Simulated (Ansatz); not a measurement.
# CoGe (model structure, started from the CrB type, Cmcm, No. 63, 4 atoms in the cell): volume per atom by level of theory

No measured value is used here.

| level (code) | value (Å³/atom) |
|---|---|
| PBE (Ansatz) | 12.77 |
| PBEsol (Ansatz) | 12.22 |
| PBE-D3(BJ) (Ansatz) | 12.32 |

PBE, PBEsol, PBE-D3(BJ): the starting moments vanished in the run, and other orders were not tried. Ansatz's density-functional and Hartree–Fock values are scalar-relativistic unless marked +SOC, with PAW data made under PBE.

A model structure was made by putting elements into a prototype or built by hand; it is no filed structure, need not be a known phase, and can be a saddle point held by its symmetry.

Ansatz is an electronic-structure program.
